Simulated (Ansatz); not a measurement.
We consider C11b WSi2, described by PBEsol (Ansatz, a first-principles code, PAW).

Run with plane-wave cutoff 520 eV, 28×28×28 k mesh, Fermi–Dirac smearing 0.043 eV (set by the program), no spin polarisation, scalar-relativistic PAW data made under PBE.

Cell (measured lattice):

```
WSi2
1.0
   -1.60698     1.60698     3.91564
    1.60698    -1.60698     3.91564
    1.60698     1.60698    -3.91564
Si W
2 1
Direct
  0.66535   0.66535   0.00000
  0.33465   0.33465   0.00000
  0.00000   0.00000   0.00000
```

### Question
Estimate the elastic constant C44, polycrystal shear modulus (Hill average), elastic constant C11, elastic constant C12, elastic constant C13, elastic constant C33 and elastic constant C66 that the calculation returns.

### Answer

* **elastic constant C44**: 206 GPa
* **polycrystal shear modulus (Hill average)**: 196 GPa
* **elastic constant C11**: 430 GPa
* **elastic constant C12**: 118 GPa
* **elastic constant C13**: 93.2 GPa
* **elastic constant C33**: 546 GPa
* **elastic constant C66**: 206 GPa

Measured, for comparison: elastic constant C44 212 GPa, elastic constant C11 443 GPa, elastic constant C12 122 GPa, elastic constant C13 81 GPa, elastic constant C33 552 GPa, elastic constant C66 218 GPa (temperature not stated, not corrected to a static lattice; as tabulated in Friák et al. (2018), doi:10.3390/nano8121057). Computed (rounded) less measured: elastic constant C44 -3 %, elastic constant C11 -3 %, elastic constant C12 -3 %, elastic constant C13 +15 %, elastic constant C33 -1 %, elastic constant C66 -6 %.

Note: the cell isn't this level's own, so it is under some stress, which shifts stiffness and frequencies.

Elastic constants are with the ions relaxed.

Spin–orbit coupling is not included.

The computed numbers hold no vibrational or temperature effects.
